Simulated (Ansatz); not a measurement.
**GaP: uniaxial strain ε_xx = −0.48 %**

Start from GaP in the zinc blende structure (space group F-43m, No. 216; a = 5.438 Å). Axes: x, y, z lie along the cube axes.

Perturbation: uniaxial strain ε_xx = −0.48 %, all other strain components held at zero; the atoms relax in the strained cell.

All numbers come from Kohn–Sham DFT with the PBEsol functional, run in Ansatz (a first-principles code) with PAW and 420 eV plane waves, no spin-orbit coupling. k-mesh 11×11×11 (Γ-centred); smearing 0.05 eV (Fermi–Dirac).

| quantity | base | changed | shift |
|---|---|---|---|
| space group | F-43m (No. 216) | I-4m2 (No. 119) | – |
| shortest interatomic distance | 2.355 Å | 2.351 Å | -0.004 Å |
| energy relative to the base (free energy F) | 0 meV/atom | +0.2 meV/atom | +0.2 meV/atom |
| band gap | 1.45 eV | 1.40 eV | -0.05 eV |
| gap character | – | indirect, Γ → Γ–M (87 % along) | – |
| smallest direct gap | 1.80 eV | 1.82 eV | +0.02 eV |
| electron mass | 1.2 mₑ along k, 0.23 mₑ across (off the special points) | 1.1 mₑ along k, 0.23 mₑ across (off the special points) | – |
| valence-band top at Γ (three highest levels, from the VBM) | 0.00, 0.00, 0.00 eV | 0.00, -0.03, -0.03 eV | – |
| stress (xx, yy, zz, yz, xz, xy; compression positive) | – | (0.65, 0.30, 0.30, 0.00, 0.00, 0.00) GPa | – |

Final structure:

```xyz
2
Lattice="0.0000 2.7192 2.7192 2.7062 0.0000 2.7192 2.7062 2.7192 0.0000" Properties=species:S:1:pos:R:3 pbc="T T T"
P      4.0593     4.0789     4.0789
Ga     0.0000     0.0000     0.0000
```

Cost of the whole job for the changed cell (relaxation, final SCF and bands): about 12 core-seconds (a rough figure).

Masses are band curvatures over ±0.01 Å⁻¹ around the edge. Along k means along the line from Γ to the band edge. Whether these cells are dynamically stable was not tested. Labels are those of the standard path for the cell's own space group.
